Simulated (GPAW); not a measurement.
## GPAW run on Na (Im-3m, 1 atom in the cell): self-consistent single point

Computed with PBE, GPAW PAW datasets PBE (gpaw-data 1.0.1) (plane waves; GPAW).

The input file:

```python
from ase import Atoms
from ase.dft.kpoints import monkhorst_pack
from ase.units import GPa
from gpaw import GPAW, PW, FermiDirac

atoms = Atoms(['Na'],
              cell=[[-2.069729, 2.069729, 2.069729],
                    [2.069729, -2.069729, 2.069729],
                    [2.069729, 2.069729, -2.069729]],
              scaled_positions=[[0.000000, 0.000000, 0.000000]],
              pbc=True)

calc = GPAW(mode=PW(800),
            xc='PBE',
            kpts=monkhorst_pack((11, 11, 11)) + [0.5 / 11, 0.5 / 11, 0.5 / 11],
            occupations=FermiDirac(0.136),
            nbands=-9,
            symmetry={'symmorphic': False, 'tolerance': 0.0005},
            maxiter=120)

atoms.calc = calc

energy = atoms.get_potential_energy()
print('Energy (eV):', round(energy, 6))
forces = atoms.get_forces()
print('Forces (eV/Ang):')
print(forces.round(5))
stress = atoms.get_stress()
print('Stress (GPa, Voigt):', (stress / GPa).round(4))
```

Output, abridged:

```
Input parameters:
  kpts: [[-0.40909091 -0.40909091 -0.40909091],
         [-0.40909091 -0.40909091 -0.31818182],
         [-0.40909091 -0.40909091 -0.22727273],
         ...,
         [ 0.5         0.5         0.31818182],
         [ 0.5         0.5         0.40909091],
         [ 0.5         0.5         0.5       ]]
  maxiter: 120
  mode: {ecut: 800.0,
         name: pw}
  nbands: -9
  occupations: {fixmagmom: False,
                name: fermi-dirac,
                width: 0.136}
  symmetry: {symmorphic: False,
             tolerance: 0.0005}
  xc: PBE

species:
  Na:
    name: Sodium
    Z: 11.0
    valence: 7
    core: 4
    charge: 0.0
    file: Na.PBE.gz

    # Using partial waves for Na as LCAO basis

Reference energy: -4418.610498  # eV

Spin-paired calculation

Convergence criteria:
 Maximum [total energy] change in last 3 cyles: 0.0005 eV / valence electron
 Maximum integral of absolute [dens]ity change: 0.0001 electrons / valence electron
 Maximum integral of absolute [eigenst]ate change: 4e-08 eV^2 / valence electron
 Maximum number of scf [iter]ations: 120

Symmetries present (total): 48
Symmetries with fractional translations: 0
1331 k-points: 11 x 11 x 11 Monkhorst-Pack grid + [1/22,1/22,1/22]
56 k-points in the irreducible part of the Brillouin zone
       k-points in crystal coordinates                weights
   0:     0.04545455    0.04545455   -0.04545455          6/1331
   1:     0.13636364   -0.04545455   -0.04545455          8/1331
   2:     0.13636364    0.04545455   -0.04545455         24/1331
   [... 7 lines left out ...]
          ...
  55:     0.50000000    0.50000000    0.50000000          1/1331

Wave functions: Plane wave expansion
  Cutoff energy: 800.000 eV
  Number of coefficients (min, max): 1808, 1878
  Pulay-stress correction: 0.000000 eV/Ang^3 (de/decut=0.000000)

Occupation numbers: Fermi-Dirac:
  width: 0.1360  # eV

Eigensolver

Densities:
  Coarse grid: 24*24*24 grid
  Fine grid: 48*48*48 grid
  Total Charge: 0.000000

Density mixing:
  Method: separate
  Backend: pulay
  Linear mixing parameter: 0.05
  old densities: 5
  Damping of long wavelength oscillations: 50

Hamiltonian:
  XC and Coulomb potentials evaluated on a 48*48*48 grid
  External potential:
    NoExternalPotential

XC parameters: PBE with 2 nearest neighbor stencil

Number of atoms: 1
Number of atomic orbitals: 7
Number of bands in calculation: 12
Number of valence electrons: 7
Bands to converge: occupied

Density initialized from atomic densities
  7 bands from LCAO basis set
  5 bands from random numbers

Atomic positions and initial magnetic moments

Positions:
   0 Na     0.000000    0.000000    0.000000    ( 0.0000,  0.0000,  0.0000)

Unit cell:
           periodic     x           y           z      points  spacing
  1. axis:    yes   -2.069729    2.069729    2.069729    24     0.1220
  2. axis:    yes    2.069729   -2.069729    2.069729    24     0.1220
  3. axis:    yes    2.069729    2.069729   -2.069729    24     0.1220

  Lengths:   3.584876   3.584876   3.584876
  Angles:  109.471221 109.471221 109.471221

Effective grid spacing dv^(1/3) = 0.1369

     iter     time        total  log10-change:
                         energy   eigst   dens
iter:   1 --:--:--    -1.327347
iter:   2 --:--:--    -1.327104   -2.79  -1.70
iter:   3 --:--:--    -1.326048c  -3.09  -1.72
iter:   4 --:--:--    -1.324872c  -5.32  -2.49
iter:   5 --:--:--    -1.321939   -4.42  -2.57
iter:   6 --:--:--    -1.321938c  -6.34  -3.87
iter:   7 --:--:--    -1.321933c  -6.61  -3.70
iter:   8 --:--:--    -1.321933c  -7.75c -4.51c

Converged after 8 iterations.

Dipole moment: (-0.000000, 0.000000, -0.000000) |e|*Ang

Energy contributions relative to reference atoms: (reference = -4418.610498)

Kinetic:         +1.708169
Potential:       -1.421907
External:        +0.000000
XC:              -1.562658
Entropy (-ST):   -0.027634
Local:           -0.031719
SIC:             +0.000000
--------------------------
Free energy:     -1.335749
Extrapolated:    -1.321933

Showing only first 2 kpts
 Kpt  Band  Eigenvalues  Occupancy
  0     1    -24.48382    2.00000
  0     2    -24.48382    2.00000
  0     3     -2.89555    2.00000
  0     4     11.68680    0.00000

  1     1    -24.48383    2.00000
  1     2    -24.48383    2.00000
  1     3     -2.74552    2.00000
  1     4     10.58009    0.00000

Fermi level: 0.39116

No gap
No difference between direct/indirect transitions
Energy (eV): -1.321933

Forces in eV/Ang:
  0 Na   -0.00000   -0.00000    0.00000

Stress tensor:
    -0.002469    -0.000000     0.000000
    -0.000000    -0.002469     0.000000
     0.000000     0.000000    -0.002469
Stress (GPa, Voigt): [-0.3956 -0.3956 -0.3956  0.      0.     -0.    ]
```

The run converged in 8 iterations. GPAW prints stress with tension positive.

The starting cell comes from a database of computed structures (which also holds hypothetical and non-ambient phases and stackings), without a prior relaxation at this level. Its lattice was rescaled by a random factor within 2.5 % of one.
